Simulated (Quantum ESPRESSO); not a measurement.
Quantum ESPRESSO run on Zr4CoNi (I422, 6 atoms in the cell): self-consistent single point.

Method of the run: LDA (PZ), GBRV 1.5 ultrasoft (LDA) pseudopotentials (plane waves; Quantum ESPRESSO).

```
CELL_PARAMETERS angstrom
     -3.18829     3.18829     2.68715
      3.18829    -3.18829     2.68715
      3.18829     3.18829    -2.68715
ATOMIC_POSITIONS crystal
  Zr 0.91755 0.41755 0.83510
  Zr 0.41755 0.58245 0.50000
  Zr 0.58245 0.08245 0.16490
  Zr 0.08245 0.91755 0.50000
  Co 0.00000 0.00000 0.00000
  Ni 0.50000 0.50000 0.00000
```

Reference input (self-consistent single point, DFT, LDA (PZ), plane waves, GBRV 1.5 ultrasoft (LDA) pseudopotentials): ecutwfc = 50 Ry; ecutrho = 400 Ry; occupations = smearing; smearing = mp; degauss = 0.0147 Ry; potentials = {Zr: zr_lda_v1.uspp.F.UPF, Co: co_lda_v1.2.uspp.F.UPF, Ni: ni_lda_v1.4.uspp.F.UPF}; K_POINTS = automatic 5 5 5 1 1 1; conv_thr = 1e-10 Ry. This run's input differs from it in these lines:

```diff
@@ -17,3 +17,3 @@
    smearing = 'mp'
-   degauss = 0.0147
+   degauss = 0.02205
 /
@@ -38,3 +38,3 @@
 K_POINTS {automatic}
-5 5 5  1 1 1
+6 6 6  1 1 1
```

The program printed (abridged):

```
     Self-consistent Calculation

     iteration #  1     ecut=    50.00 Ry     beta= 0.70

---- Real-time Memory Report at c_bands before calling an iterative solver
           372 MiB given to the printing process from OS
           168 MiB allocation reported by mallinfo(arena+hblkhd)
------------------

     negative rho (up, down):  2.380E-01 0.000E+00

     total energy              =   -1014.22873944 Ry
     estimated scf accuracy    <      32.19599149 Ry

     iteration #  2     ecut=    50.00 Ry     beta= 0.70

---- Real-time Memory Report at c_bands before calling an iterative solver
   [... lines left out ...]
           500 MiB given to the printing process from OS
           208 MiB allocation reported by mallinfo(arena+hblkhd)
------------------

     negative rho (up, down):  2.446E-01 0.000E+00

     total energy              =   -1038.86333991 Ry
     estimated scf accuracy    <          1.2E-10 Ry

     iteration # 25     ecut=    50.00 Ry     beta= 0.70

---- Real-time Memory Report at c_bands before calling an iterative solver
           501 MiB given to the printing process from OS
           208 MiB allocation reported by mallinfo(arena+hblkhd)
------------------

     negative rho (up, down):  2.446E-01 0.000E+00
     End of self-consistent calculation

     the Fermi energy is    15.2498 ev

!    total energy              =   -1038.86333991 Ry
     estimated scf accuracy    <          5.6E-11 Ry
     smearing contrib. (-TS)   =       0.00087925 Ry
     internal energy E=F+TS    =   -1038.86421916 Ry

     convergence has been achieved in  25 iterations

     negative rho (up, down):  2.446E-01 0.000E+00

     Forces acting on atoms (cartesian axes, Ry/au):

     atom    1 type  1   force =     0.00128476    0.00128476   -0.00000000
     atom    2 type  1   force =    -0.00128476    0.00128476    0.00000000
     atom    3 type  1   force =    -0.00128476   -0.00128476   -0.00000000
     atom    4 type  1   force =     0.00128476   -0.00128476    0.00000000
     atom    5 type  2   force =    -0.00000000    0.00000000    0.00000000
   [... lines left out ...]
     Total force =     0.003634     Total SCF correction =     0.000012
   [... lines left out ...]

     negative rho (up, down):  2.446E-01 0.000E+00
          total   stress  (Ry/bohr**3)                   (kbar)     P=      -78.72
  -0.00051542   0.00000000   0.00000000          -75.82        0.00        0.00
   0.00000000  -0.00051542  -0.00000000            0.00      -75.82       -0.00
   0.00000000  -0.00000000  -0.00057448            0.00       -0.00      -84.51

   JOB DONE.
```

The run converged in 25 iterations. Against the reference run the free energy hardly moves (within 1 meV/atom), the pressure goes from -8.03 to -7.87 GPa and the largest force goes from 0.037 to 0.047 eV/Å. The full log also holds: “c_bands:  1 eigenvalues not converged”.

The starting cell comes from a database of computed structures (which also holds hypothetical and non-ambient phases and stackings), without a prior relaxation at this level. Spin polarisation is off. With a pressure of about -8 GPa the cell is away from its equilibrium volume at this level.

Cost on one core of a shared machine: roughly 6 min.
